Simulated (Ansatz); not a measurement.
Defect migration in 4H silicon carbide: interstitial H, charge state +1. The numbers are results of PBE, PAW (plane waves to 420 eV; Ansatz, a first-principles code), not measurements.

72-site cell at the relaxed PBE lattice, the Γ point alone, smearing 0.01 eV, spin-restricted, no finite-size correction. Energies are static. The charge state is imposed; whether it is stable for some Fermi level was not computed. Sites that were not tried may lie lower.

Barriers: single points on a 2×2×2 k-point mesh shifted by half a step along c at the bands' geometries (they differ from the bands' own by up to 0.13 eV, and are uncertain by about as much).

Relaxed starting cell (atoms counted from 1):

```
CELL_PARAMETERS angstrom
      9.28226     0.00000     0.00000
     -4.64113     8.03868     0.00000
      0.00000     0.00000    10.12928
ATOMIC_POSITIONS crystal
  Si 0.00013 0.00139 0.50014
  Si 0.99932 0.33239 0.50004
  Si 0.00190 0.66923 0.49904
  Si 0.33159 0.99838 0.49959
  Si 0.33261 0.33290 0.50077
  Si 0.33092 0.66683 0.49975
  Si 0.66520 0.99929 0.50010
  Si 0.66305 0.32272 0.50374
  Si 0.66272 0.67599 0.50740
  Si 0.99977 0.00015 0.99934
  Si 0.99971 0.33270 0.99917
  Si 0.00039 0.66659 0.99694
  Si 0.33255 0.99953 0.99889
  Si 0.33296 0.33297 0.99947
  Si 0.33239 0.66582 0.99903
  Si 0.66627 0.99952 0.99976
  Si 0.66619 0.33203 0.99772
  Si 0.66627 0.66649 0.99806
  Si 0.22132 0.11069 0.74957
  Si 0.22113 0.44371 0.74953
  Si 0.22040 0.77686 0.74776
  Si 0.55355 0.10881 0.75005
  Si 0.55383 0.44300 0.75006
  Si 0.55318 0.77809 0.75078
  Si 0.88794 0.11066 0.74952
  Si 0.88779 0.44277 0.74916
  Si 0.88844 0.77876 0.74991
  Si 0.11159 0.22237 0.24901
  Si 0.11188 0.55474 0.24796
  Si 0.11197 0.89013 0.24777
  Si 0.44461 0.22178 0.24826
  Si 0.44457 0.55577 0.24809
  Si 0.44454 0.88875 0.24894
  Si 0.77834 0.22129 0.24877
  Si 0.78324 0.55636 0.23637
  Si 0.77835 0.88890 0.24877
  C  0.99936 0.99997 0.68710
  C  0.99923 0.33273 0.68698
  C  0.99564 0.66471 0.68462
  C  0.33156 0.99894 0.68679
  C  0.33270 0.33295 0.68745
  C  0.33148 0.66578 0.68689
  C  0.66542 0.99916 0.68729
  C  0.66524 0.33152 0.68859
  C  0.66540 0.66691 0.69027
  C  0.00011 0.00006 0.18706
  C  0.00015 0.33298 0.18694
  C  0.00375 0.66812 0.18486
  C  0.33383 0.00006 0.18660
  C  0.33393 0.33350 0.18736
  C  0.33388 0.66663 0.18684
  C  0.66665 0.99928 0.18740
  C  0.66784 0.33286 0.18580
  C  0.66833 0.66642 0.18639
  C  0.22181 0.11092 0.93847
  C  0.22179 0.44386 0.93840
  C  0.22123 0.77706 0.93698
  C  0.55450 0.10972 0.93833
  C  0.55528 0.44388 0.93837
  C  0.55448 0.77737 0.93882
  C  0.88816 0.11058 0.93837
  C  0.88872 0.44405 0.93766
  C  0.88887 0.77779 0.93810
  C  0.11175 0.22305 0.43820
  C  0.10680 0.55480 0.43741
  C  0.10800 0.88741 0.43719
  C  0.44369 0.22070 0.43860
  C  0.44438 0.55693 0.43937
  C  0.44316 0.88823 0.43813
  C  0.77773 0.22032 0.43841
  C  0.76574 0.54741 0.43583
  C  0.77819 0.89012 0.43869
  H  0.64347 0.50697 0.38988
```
Cell charge +1.

End state 1 differs by these moves (Å; atoms that move under 0.08 Å are left out):

```json
[
 {"atom": "5", "element": "Si", "Δx": "-0.02", "Δy": "-0.08", "Δz": "0.03"},
 {"atom": "8", "element": "Si", "Δx": "-0.02", "Δy": "0.08", "Δz": "-0.03"},
 {"atom": "9", "element": "Si", "Δx": "0.15", "Δy": "0.00", "Δz": "0.00"},
 {"atom": "32", "element": "Si", "Δx": "-0.05", "Δy": "0.00", "Δz": "-0.12"},
 {"atom": "35", "element": "Si", "Δx": "-0.05", "Δy": "0.00", "Δz": "0.12"},
 {"atom": "68", "element": "C", "Δx": "0.08", "Δy": "-0.08", "Δz": "-0.04"},
 {"atom": "71", "element": "C", "Δx": "0.08", "Δy": "0.08", "Δz": "0.04"},
 {"atom": "73", "element": "H", "Δx": "-1.06", "Δy": "0.00", "Δz": "0.00"}
]
```

What forward and backward barriers to end state 1 does PBE, PAW give?

forward 0.51 eV, backward 0.51 eV; at the saddle point atom 73 has neighbours 2 C at 1.47; Si at 1.64 Å. The program found a first-order saddle point.
